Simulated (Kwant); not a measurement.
Device: wire with a row of barriers in a CdTe two-dimensional gas. Effective mass 0.096 mₑ, grid spacing 4.2 nm, hard walls, nominal width 100 nm (23 grid rows, so walls 100.8 nm apart), one parabolic valley, scattering region 420 nm long along x; energies count from the band bottom; Fermi energy swept from 0.00031336 to 0.0037211 eV. 4 barrier(s) across the wire, height 0.028 eV, thickness 16.8 nm (about 4 grid columns), spaced by 25.2 nm.

Constants are typed, rounded textbook-type inputs, not results; the design itself was drawn at random and stands for no fabricated device.

Kwant, effective-mass tight-binding model on a square grid, one spin, coherent transport at 0 K. Conductance is in e²/h.

Density of the scattering states that come in from the left lead, at energy = 0.002028 eV, in bins, relative to the largest site value (x marks bins outside the device):

```
|11000000111100000000000000000000000000000000|
|44310012344320000000000000000000000000000000|
|76420024566541000000000000000000000000000000|
|99630135788852000000000000000000000000000000|
|99630146788862000000000000000000000000000000|
|89620246667862000000000000000000000000000000|
|67520245445652000000000000000000000000000000|
|46410244323552000000000000000000000000000000|
|34310244102442000000000000000000000000000000|
|35310244102442000000000000000000000000000000|
|56520245334652000000000000000000000000000000|
|89620246667862000000000000000000000000000000|
|99630146788862000000000000000000000000000000|
|99630146789862000000000000000000000000000000|
|98620135788751000000000000000000000000000000|
|76420024566541000000000000000000000000000000|
|44310012344320000000000000000000000000000000|
|22100001122110000000000000000000000000000000|
|00000000000000000000000000000000000000000000|
```
Scale: ten equal steps from 0.000 (start of '0') to 0.957 (end of '9'), in the order '0123456789'; x runs from -201 to 201, y from -44.1 (bottom) to 44.1 (top).

The conductance there is < 1e-12 e²/h with 2 open channel(s) in the leads.
